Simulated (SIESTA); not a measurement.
**Short convergence ladders for the (001) slab of YSi2 (cut from a parent of space group no. 15; 6 atoms in the cell)**

```
CELL_PARAMETERS angstrom
      3.95688     0.00000     0.00000
     -3.95518     3.95688     0.00000
      0.00000     0.00000    20.05070
ATOMIC_POSITIONS crystal
  Si 0.82627 0.78734 0.53096
  Si 0.32144 0.28651 0.46904
  Si 0.83991 0.79416 0.65089
  Si 0.30780 0.27969 0.34912
  Y  0.83309 0.29100 0.59092
  Y  0.31462 0.78285 0.40908
```

Base method: LDA PW92, numerical atomic orbitals DZP, PseudoDojo LDA standard norm-conserving potentials (rewritten from UPF to PSML) in SIESTA.

Base settings: XC.functional = LDA; XC.authors = PW92; potentials = PseudoDojo LDA standard; PAO.BasisSize = DZP; PAO.EnergyShift = 0.01 Ry; MeshCutoff = 350 Ry; kgrid.MonkhorstPack = 5 4 1; OccupationFunction = MP; OccupationMPOrder = 0; ElectronicTemperature = 100 meV.

**The vacuum**

The mesh stays at the base's, so the ladder's end is converged at best in this setting alone.

Only quantities that move along the ladder and can be compared are tabulated; forces are left out, as grid noise moves with the cell.

| vacuum between outermost atoms (Å) | free energy less the last step's (meV/atom) |
|---|---|
| 3.0 | -98.84 |
| 4.0 | -45.70 |
| 5.0 | -14.71 |
| 6.0 | -1.25 |
| 7.0 | 0.01 |
| 10.0 | 0.00 |
| 14.0 | 0.01 |
| 20.0 | 0.00 |
| 30.0 | 0.00 |

Smallest vacuum between outermost atoms (Å) that holds the free energy within 1 meV/atom of the last step, with all finer ones: 7.0; the step before is off by 1.2 meV/atom.

**The k-point mesh**

Only quantities that move along the ladder and can be compared are tabulated.

| kgrid.MonkhorstPack | free energy less the last step's (meV/atom) | largest difference of a force vector from the last step's (eV/Å) |
|---|---|---|
| 2 2 1 | 95.00 | 1.186 |
| 3 2 1 | -8.87 | 0.367 |
| 4 3 1 | -0.76 | 0.021 |
| 5 4 1 | -10.36 | 0.098 |
| 6 5 1 | -5.08 | 0.054 |
| 9 6 1 | 2.45 | 0.057 |
| 12 8 1 | 0.29 | 0.021 |
| 16 11 1 | -0.13 | 0.010 |
| 22 16 1 | -0.01 | 0.001 |
| 30 21 1 | 0.00 | 0.000 |

Coarsest kgrid.MonkhorstPack that holds the free energy within 1 meV/atom of the last step, with all finer ones: 12 8 1; the step before is off by 2.4 meV/atom.

Coarsest kgrid.MonkhorstPack that holds the forces within 0.005 eV/Å of the last step, with all finer ones: 22 16 1; the step before is off by 0.010 eV/Å.

On the base run: the starting cell comes from a database of computed structures (which also holds hypothetical and non-ambient phases and stackings), without a prior relaxation at this level. The slab is cut from that crystal, and its faces are unrelaxed. Its lattice was rescaled by up to half a per cent. Spin polarisation is off, though cut faces can carry moments; the slab shows no gap. Values carry the incompleteness of an atom-centred basis. Without a gap this mesh is coarse (it stands for a supercell whose shortest in-plane vector is 16 Å).

Left out of this page: 1 run of the series outside the window shown, repeating another row's setting, or not comparable.
